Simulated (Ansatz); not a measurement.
Levels about the gap of amorphous gallium oxide (Ga20O30) (50 atoms in a cell of 669 Å³, 4.65 g/cm³; zone centre alone, so wide bands show as single levels with stretches between that a denser mesh fills), at the geometry that PBE relaxed, where it gives 0.0 GPa on a denser mesh. The participation number counts the atoms over which a state spreads; weights are charges in smoothed Voronoi cells. The levels come from a single point, so bond lengths are those of that geometry. Method of the levels: r2SCAN, scalar-relativistic without spin-orbit coupling (Ansatz, a quantum-chemistry and plane-wave program). Sampling: the zone centre alone; Fermi-Dirac width 0.02 eV; no spin polarisation. At PBE the levels at the filled edge of the gap are localised (band-tail or defect states).

Preparation: random packing, a CHGNet melt and quench, and a DFT relaxation. O atoms were pushed apart under 1.9 Å during the dynamics, to hinder bonds among them. The hot cell started wider than the set density and was brought back towards it in steps. It is the lowest in DFT energy of 2 quenches. It is a model cell: composition and starting density were chosen by hand, and all elements were melted together. No dispersion term was used. Its density started from a set value of 4.67 and ended at 4.65 g/cm³. The simulated quench (nominally 88 K/ps over its main leg) is rapid and tends to freeze in more defects than a deposited or slowly cooled glass has. Values belong to this one cell and scatter from quench to quench. Volume and shape were free in the relaxation.

| E - E(highest filled), eV | filling | participation number | largest on | weight O | weight Ga |
|---|---|---|---|---|---|
| -0.31 | filled | 9.9 | O, 2 neighbours | 0.94 | 0.06 |
| -0.26 | filled | 10.0 | O, 2 neighbours | 0.93 | 0.07 |
| -0.23 | filled | 15.9 | O, 3 neighbours | 0.95 | 0.05 |
| -0.18 | filled | 16.3 | O, 2 neighbours | 0.95 | 0.05 |
| -0.08 | filled | 11.0 | O, 2 neighbours | 0.95 | 0.05 |
| -0.05 | filled | 10.0 | O, 3 neighbours | 0.94 | 0.06 |
| 0.00 | filled | 2.8 | O, 2 neighbours | 0.94 | 0.06 |
| 2.35 | empty | 46.4 | Ga, 4 neighbours | 0.52 | 0.48 |
| 4.76 | empty | 32.1 | Ga, 5 neighbours | 0.52 | 0.48 |
| 5.11 | empty | 31.0 | Ga, 4 neighbours | 0.54 | 0.46 |
| 5.38 | empty | 33.5 | Ga, 5 neighbours | 0.57 | 0.43 |
| 5.44 | empty | 31.1 | Ga, 5 neighbours | 0.56 | 0.44 |
| 5.60 | empty | 27.4 | Ga, 5 neighbours | 0.56 | 0.44 |
| 5.74 | empty | 30.3 | Ga, 4 neighbours | 0.53 | 0.47 |

Most localised among these is the filled level at +0.00 eV, on a O atom, which has 2 neighbours (Ga 1.80 Å, Ga 1.82 Å).
